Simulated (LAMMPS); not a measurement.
LAMMPS 22 Jul 2025, classical MD, SNAP (Si_Zuo_JPCA2020.snapcoeff): a series of growing systems, each on 32 ranks.

task: MD, nve
potential: SNAP, Si_Zuo_JPCA2020.snapcoeff Si_Zuo_JPCA2020.snapparam
shape (slab and sphere leave vacuum in the box): bulk
temperature: 300 K
steps: 100
timestep: 1 fs
neighbor skin: 2 Å
neigh_modify: every 1 delay 0 check yes
thermo: 100
newton: on (default)
atom_modify sort (bins of 2 Å where set): 1000 (default)
comm_style: brick (default)

Hardware: Arm Neoverse V2, 96 cores on 1 socket, no SMT, 1 L3 cache group; 94 cores' worth of CPU time may be used.

Each time is the median wall time of two to five repeats, run one at a time on the otherwise empty machine; start-up is included. Unless noted, each process is bound to its own block of adjacent cores. The times hold for this build (PyPI wheel: MPICH, OPENMP and OPT packages). Scratch files lie in a memory file system. A preparatory run goes ahead and isn't timed.

Measured:

```
system         replicate  neighbour list builds  wall time  peak memory
-------------  ---------  ---------------------  ---------  -----------
Si, 216 atoms      3×3×3                      0     0.32 s     0.46 GiB
Si, 512 atoms      4×4×4                      0     0.49 s     0.46 GiB
```

Still to run:

| system | replicate |
|---|---|
| Si, 1728 atoms | 6×6×6 |
| Si, 4096 atoms | 8×8×8 |
| Si, 13824 atoms | 12×12×12 |
| Si, 32768 atoms | 16×16×16 |

### Question
Extrapolate to the larger systems: what do they cost?

### Answer
The two largest measured give a power of ln(0.49/0.32) / ln(512/216) = 0.49 in the count of atoms; the table sets what it predicts beside the runs.

```tsv
system	time by that power	neighbour list builds	wall time	peak memory
Si, 1728 atoms	0.89 s	0	1.2 s	0.46 GiB
Si, 4096 atoms	1.4 s	0	2.3 s	0.47 GiB
Si, 13824 atoms	2.5 s	0	7.4 s	0.48 GiB
Si, 32768 atoms	3.8 s	0	17 s	0.51 GiB
```

From the smallest system to the largest the time grows as the power 0.8 of the count of atoms; from step to step the powers are 0.5, 0.7, 0.8, 1.0, 1.0. In the smallest, launch, exit and the like take 0.18 s of the 0.32 s. The largest part is start and exit outside the program's clock (55 %) in the smallest system and pair forces (Pair) (95 %) in the largest.
